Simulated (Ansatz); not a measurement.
# Pressure series in AlN

The parent structure is AlN in the wurtzite structure (space group P6_3mc, No. 186).

```
CELL_PARAMETERS angstrom
      3.11381     0.00000     0.00000
     -1.55691     2.69664     0.00000
      0.00000     0.00000     4.98335
ATOMIC_POSITIONS crystal
  Al 0.33333 0.66667 0.00000
  Al 0.66667 0.33333 0.50000
  N  0.33333 0.66667 0.38200
  N  0.66667 0.33333 0.88200
```

Cell and atoms are relaxed at each pressure.

Calculations: PBEsol, PAW, 420 eV (Ansatz, a quantum-chemistry and plane-wave program; scalar-relativistic without spin-orbit coupling).

| pressure (GPa) | volume per atom (Å³/atom) |
|---|---|
| -2 | 10.569 |
| -1 | ? |
| 0 | 10.461 |
| 0.9 | 10.415 |
| 2.1 | 10.354 |
| 4.5 | 10.238 |
| 9 | 10.036 |
| 22.5 | 9.522 |
| 30 | 9.282 |

Problem. Fit the third-order Birch–Murnaghan form P(V) = (3B₀/2)[(V₀/V)^(7/3) − (V₀/V)^(5/3)]·[1 + (3/4)(B₀′ − 4)((V₀/V)^(2/3) − 1)] (squares taken in P) to the rows shown and predict the withheld row.

Solution. Least squares on the printed values gives V₀ = 10.461 Å³/atom, B₀ = 200 GPa, B₀′ = 3.8; this predicts 10.514 Å³/atom, and the run gives 10.514 Å³/atom, in agreement.

Load acts through the strain it causes; cell and atoms are relaxed under it. Whether these cells are dynamically stable was not tested. Measured, AlN leaves this structure (for rock salt) near 14 GPa (temperature not stated; as listed in Datta, Sujoy, Jana, Debnarayan, arXiv (2020)), on rising pressure, with hysteresis.
